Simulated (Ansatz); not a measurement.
Results of LDA (plane waves, PAW; Ansatz, a first-principles code) for Hf2N (P4₂/mnm, No. 136, 6 atoms in the cell; start mp-864647).

Run with plane-wave cutoff 520 eV, 10×10×18 k mesh (along the axes of the cell as run), Fermi–Dirac smearing 0.05 eV, scalar-relativistic PAW data made under PBE.

Cell (relaxed at this level):

```cif
data_Hf4N2
_chemical_formula_sum 'Hf4 N2'
_space_group_name_H-M_alt 'P 1'
_space_group_IT_number 1
_cell_length_a 5.25231
_cell_length_b 5.25231
_cell_length_c 3.20037
_cell_angle_alpha 90.000
_cell_angle_beta 90.000
_cell_angle_gamma 90.000
loop_
_space_group_symop_operation_xyz
  'x, y, z'
loop_
_atom_site_label
_atom_site_type_symbol
_atom_site_fract_x
_atom_site_fract_y
_atom_site_fract_z
_atom_site_occupancy
Hf1 Hf 0.29539 0.29539 0.00000 1
Hf2 Hf 0.70461 0.70461 0.00000 1
Hf3 Hf 0.20461 0.79539 0.50000 1
Hf4 Hf 0.79539 0.20461 0.50000 1
N1 N 0.00000 0.00000 0.00000 1
N2 N 0.50000 0.50000 0.50000 1
```

### Question
Estimate the bulk modulus that the calculation returns.

### Answer

- bulk modulus: 217 GPa

The run finds no gap.

Note: the bulk modulus is −V dP/dV from two relaxed cells at ±2 % in volume; the relaxation could not lower the start's symmetry, so the cell can be a saddle point above a distorted one.

Spin–orbit coupling is not included; it can open a gap where bands touch, and shift volumes and moduli.

Static lattice: no zero-point or thermal effects.

A start named mp-… is a Materials Project structure, which need not be a measured phase.
